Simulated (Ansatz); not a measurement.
**Amorphous Pd38P10**

The cell was made by melting and quenching with the CHGNet potential and then relaxed with DFT. The hot cell started wider than the set density and was brought back towards it in steps. It is the lowest in DFT energy of 3 quenches. It is a model cell: composition and starting density were chosen by hand, and all elements were melted together. No dispersion term was used.

Method: PBE, scalar-relativistic without spin-orbit coupling (plane waves to 420 eV, PAW; Ansatz, an electronic-structure program). Geometry, pressure, stress and energy are those of the PBE run. Its sampling: a 2×2×2 Γ-centred mesh; Fermi-Dirac width 0.1 eV; no spin polarisation.

Number of atoms in the cell: 48
Density (volume relaxed, without dispersion): 9.71 g/cm³
Volume per atom: 15.52 Å^3
Pressure on a 2×2×2 Γ-centred mesh: 0.17 GPa
Largest force and stress component on that mesh (the relaxation ran on one k-point at (1/4, 1/4, 1/4)): 0.22 eV/Å and 0.4 GPa
Gap on a 2×2×2 Γ-centred mesh (PBE): within the smearing (under twice its width)

Bonds are counted up to Pd-Pd 3.42 Å, Pd-P 2.78 Å, P-P 2.57 Å.

The mean coordination of Pd comes out as 11.74 (1 with 9, 3 with 10, 10 with 11, 15 with 12, 9 with 13), the mean coordination of P is 7.40 (1 with 6, 4 with 7, 5 with 8) and the mean Pd-Pd bond is 2.932 Å (spread 0.162 Å, 186 counted). The mean Pd-P bond is 2.396 Å (spread 0.091 Å, 74 counted).

Its density started from a set value of 10.36 g/cm³. The quench (nominally 130 K/ps over its main leg) was far faster than any real one, so the model tends to hold more defects than a real film. One small periodic cell is one sample of the glass; other quenches scatter about these values. Volume and shape were free in the relaxation. On a 2×2×2 Γ-centred mesh force components of up to 0.22 eV/Å stay, since the relaxation ran on one k-point at (1/4, 1/4, 1/4).
